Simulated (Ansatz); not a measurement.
**Response to strain in Mg**

Consider Mg in the hcp (Mg type) structure (space group P6_3/mmc, No. 194; a = 3.1952 Å, c = 5.1966 Å; relaxed with 0.1 eV smearing).

Strains are applied to the cell and any free atomic positions relax.

Calculations: Ansatz (a quantum-chemistry and plane-wave program) PBE, without spin-orbit coupling.

Candidates:
(a) isotropic strain +3.00 %
(b) isotropic strain −2.50 %
(c) isotropic strain −1.00 %
(d) isotropic strain +1.50 %

Notes on the quantities. energy relative to the base: free energy F.

Order them by energy relative to the base, highest first.

(a) isotropic strain +3.00 % (+19 meV/atom), (b) isotropic strain −2.50 % (+16 meV/atom), (d) isotropic strain +1.50 % (+5.0 meV/atom), (c) isotropic strain −1.00 % (+2.4 meV/atom)

Whether these cells are dynamically stable was not tested.
